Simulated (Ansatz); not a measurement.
Functionals compared on a constructed model of the (111)B surface of 3C silicon carbide, C-terminated, 2x2 C adatom at T1 (bottom of the slab: 4 H on 4 bottom sites), in Ansatz (plane waves, PAW). The structure was relaxed with PBE; the other rows are single points on it. Cutoff 420 eV (500 eV for r2SCAN).

Set-up: 37 atoms, 11.3 Å thick at the start with caps and adatoms (thin: gaps and levels are the slab's own); mesh 5x5x1; 0.025 eV smearing; dipole correction on; 8 atoms held, the rest relaxed; symmetry of the start imposed; no spin (no spin-polarised run to compare, though such a face may carry moments), no spin-orbit, no U. The slab shows no gap on its mesh. In PBE it lies 0.31 eV a 1x1 cell over the lowest computed structure of the same composition (2x2 C adatom at H3). These notes are the PBE run's.

```json
[
 {"functional": "PBE", "work function of the top face (eV)": "6.56", "rough cost of the single point": "–"},
 {"functional": "r2SCAN", "work function of the top face (eV)": "[?]", "rough cost of the single point": "about 2.1 core-minutes (a rough figure)"}
]
```

Task: What belongs in the gaps?

Result: 
- r2SCAN, work function of the top face (eV): 6.66

Ansatz is a program for electronic structure.
